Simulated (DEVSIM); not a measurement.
System: GaP/Si n-p heterojunction, at 350 K.

Layer 1 from the left is GaP, thickness (μm) 0.340, Nd (cm⁻³) 2.2e17, τn (s) 1.3e-7, τp (s) 1.3e-7. Layer 2 from the left is Si, thickness (μm) 4.30, Na (cm⁻³) 3.1e16, τn (s) 1.3e-7, τp (s) 1.3e-7.

Left contact: ohmic. Right contact: ohmic. Voltage is applied to the left contact. Recombination: SRH at mid-gap, radiative, Auger. Mobility is μmin + (μ − μmin)/(1 + (N/Nref)^α).

The device is made up for the run: typed textbook-type constants, with dimensions and the other settings drawn at random. Values at 300 K; Nc and Nv go as T^1.5, mobilities as T to minus their exponent, the gap by Varshni's rule with the affinity fixed.

GaP: gap (eV) 2.26, affinity (eV) 3.8, permittivity 11.1, Nc (cm⁻³) 1.8e19, Nv (cm⁻³) 1.9e19, μn (cm²/Vs) 250, μp (cm²/Vs) 150, μn,min 10, μp,min 10, Nref,n 4.4e18, Nref,p 1e18, αn 0.8, αp 0.85, T exponent of μn 1.6, T exponent of μp 1.98, B (cm³/s) 1e-13, Cn (cm⁶/s) 1e-30, Cp (cm⁶/s) 1e-30, Varshni α (eV/K) 0.00058, Varshni β (K) 372. Si: gap (eV) 1.124, affinity (eV) 4.05, permittivity 11.7, Nc (cm⁻³) 2.86e19, Nv (cm⁻³) 3.1e19, μn (cm²/Vs) 1417, μp (cm²/Vs) 470, μn,min 52, μp,min 45, Nref,n 9.7e16, Nref,p 2.2e17, αn 0.68, αp 0.72, T exponent of μn 2.3, T exponent of μp 2.2, B (cm³/s) 4.7e-15, Cn (cm⁶/s) 2.8e-31, Cp (cm⁶/s) 9.9e-32, Varshni α (eV/K) 0.000473, Varshni β (K) 636.

DEVSIM, 1D drift-diffusion, Boltzmann statistics, complete ionisation; no tunnelling, impact ionisation, image-force lowering or self-heating. Band offsets follow the typed affinities; no thermionic-emission limit at abrupt steps, no polarisation charge.

Q: What does the simulation give for the dark forward voltage at 1 A/cm², the potential step across the device at zero bias?

A: dark forward voltage at 1 A/cm² 0.516 V; potential step across the device at zero bias 1.006 V.
